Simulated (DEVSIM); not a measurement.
System: abrupt Si p-n junction, at 300 K.

Layer 1 from the left is Si, thickness (μm) 16.0, Na (cm⁻³) 3.1e18, τn (s) 6.1e-6, τp (s) 6.1e-6. Layer 2 from the left is Si, thickness (μm) 20.0, Nd (cm⁻³) 1.2e17, τn (s) 6.1e-6, τp (s) 6.1e-6.

Left contact: ohmic. Right contact: ohmic. Voltage is applied to the left contact. Recombination: SRH at mid-gap, radiative. Mobility is μmin + (μ − μmin)/(1 + (N/Nref)^α).

This is a model device: material constants are rounded textbook-type values typed into the input, and sizes, dopings and lifetimes were drawn at random. Values at 300 K.

Si: gap (eV) 1.124, affinity (eV) 4.05, permittivity 11.7, Nc (cm⁻³) 2.86e19, Nv (cm⁻³) 3.1e19, μn (cm²/Vs) 1417, μp (cm²/Vs) 470, μn,min 52, μp,min 45, Nref,n 9.7e16, Nref,p 2.2e17, αn 0.68, αp 0.72, B (cm³/s) 4.7e-15.

Question: Estimate by hand the built-in potential, the peak field at zero bias, and compare with a numerical solution.

Answer: 
- Built-in potential: ni = √(Nc Nv) exp(−Eg/2kT) = 1.08e10 cm⁻³ with Eg = 1.124 eV; Vbi = kT/q ln(Na Nd/ni²) = 0.923 V; numerical 0.923 V.
- Peak field at zero bias: depletion approximation: W = √(2εVbi/(qN)) = 0.102 μm with N = 1.16e17 cm⁻³; field = 2Vbi/W = 182000 V/cm; numerical 184000 V/cm (estimate below by 1.1 %).

Simulated with DEVSIM: 1D drift-diffusion, Boltzmann statistics, complete ionisation; no tunnelling, impact ionisation, image-force lowering or self-heating.
